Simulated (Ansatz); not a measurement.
This concerns the energy of the reaction as written. Reaction: cell B → cell A. The sign is products less reactants.

Cell A: a sheet of composition Bi2, 2 atoms, hexagonal cell of 5.27 Å (24.0 Å²), symmetry P6/mmm, 0.0 Å thick under 16 Å of vacuum, in-plane vectors relaxed; planes from bottom to top: Bi2, all atoms in one plane; a model cell; spin state with PBE: run without spin, k-point mesh 18×18×1.
```yaml
crystal:
  lattice:
    - [5.26543, 0.00000, 0.00000]
    - [-2.63272, 4.56000, 0.00000]
    - [0.00000, 0.00000, 16.00000]
  atoms:
    - { symbol: Bi, position: [0.33333, 0.66667, 0.50000] }
    - { symbol: Bi, position: [0.66667, 0.33333, 0.50000] }
```

Cell B: a sheet of composition Bi2, 2 atoms, hexagonal cell of 4.34 Å (16.3 Å²), symmetry P-3m1, 1.7 Å thick under 16 Å of vacuum, in-plane vectors relaxed; planes from bottom to top: Bi × 2; a model cell; spin state with PBE: run without spin, k-point mesh 18×18×1.
```yaml
crystal:
  lattice:
    - [4.33943, 0.00000, 0.00000]
    - [-2.16972, 3.75806, 0.00000]
    - [0.00000, 0.00000, 17.74000]
  atoms:
    - { symbol: Bi, position: [0.33333, 0.66667, 0.54868] }
    - { symbol: Bi, position: [0.66667, 0.33333, 0.45132] }
```

Computed with Ansatz (plane waves, PAW), its default PAW set, cutoff 420 eV, 500 eV for r2SCAN. The structures are at rest with PBE; other levels are single points on them. Neutral cells; Fermi-Dirac smearing of at most 0.10 eV in the solids, energies taken to zero width. The lattices are those relaxed with PBE, so at other levels the solids can be strained, which adds to the spread. A dispersion term (D3(BJ), or D4 for r2SCAN) was computed beside these levels and is taken off wherever the name lacks it. No zero-point or thermal terms. Spin-orbit coupling is left out. The cells' k-point meshes differ in density, so the last digit is unsettled. Cell A has symmetry P6/mmm and got no random move, so less symmetric positions, which may lie lower, weren't tried. Cell B has symmetry P-3m1 and got no random move, so less symmetric positions, which may lie lower, weren't tried.

### Question
What value does r2SCAN give?

### Answer
1.04 eV, for cell B → cell A.

### Question
How does the value move with the functional?

### Answer
```
Level  value (eV)  less r2SCAN
-----  ----------  -----------
PBE          0.85        -0.19
```

The levels span 0.19 eV, from PBE (0.85) to r2SCAN (1.04).

Ansatz is a first-principles code.
